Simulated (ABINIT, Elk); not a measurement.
An ABINIT input for a self-consistent single point of SrBi₃ (Pm-3m, 4 atoms in the cell) (DFT, PBEsol, plane waves, norm-conserving pseudopotentials (PseudoDojo nc-sr-04 PBEsol standard)):

```
# SrBi3, PseudoDojo nc-sr-04 PBEsol standard
pp_dirpath "./"
pseudos "Sr.upf, Bi.upf"
acell 3*1.0
rprim
         9.3516876729    0.0000000000    0.0000000000
         0.0000000000    9.3516876729    0.0000000000
         0.0000000000    0.0000000000    9.3516876729
natom 4
ntypat 2
znucl 38 83
typat 1 2 2 2
xcart
         0.0000000000    0.0000000000    0.0000000000
         2.4743500000    2.4743500000    0.0000000000
         0.0000000000    2.4743500000    2.4743500000
         2.4743500000    0.0000000000    2.4743500000
      Angstrom
ecut 68 Ry
occopt 7
tsmear 0.00367493
nband 36
kptopt 1
ngkpt 5 5 5
nshiftk 1
shiftk 0 0 0
nstep 80
toldfe 1.0e-09
prtwf 0
prtden 0
enunit 1
```

Task: Translate this input to Elk.

Result: One input that does it (others would too):

```
tasks
  0

xctype
  22

rgkmax
  7.5

gmaxvr
  16.0

nxlo
  2

lorbcnd
  .true.

lmaxi
  2

stype
  0

swidth
  0.00367493

maxscl
  100

scale
  1.889726125

avec
    4.9487000000    0.0000000000    0.0000000000
    0.0000000000    4.9487000000    0.0000000000
    0.0000000000    0.0000000000    4.9487000000

atoms
  2
  'Sr.in'
  1
  0.0000000000  0.0000000000  0.0000000000    0.0 0.0 0.0
  'Bi.in'
  3
  0.5000000000  0.5000000000  0.0000000000    0.0 0.0 0.0
  0.0000000000  0.5000000000  0.5000000000    0.0 0.0 0.0
  0.5000000000  0.0000000000  0.5000000000    0.0 0.0 0.0

ngridk
  5 5 5
```

Basis, cutoffs, solver keys and any potentials are the target program's own. This input uses DFT, PBEsol, all-electron FP-LAPW, Elk's shipped species files, APW+lo basis with extra local orbitals.

The starting cell comes from a database of computed structures (which also holds hypothetical and non-ambient phases and stackings), without a prior relaxation at this level. Its lattice was rescaled by a random factor within 2.5 % of one. For this run, on top of that: lattice scaled by 0.98.
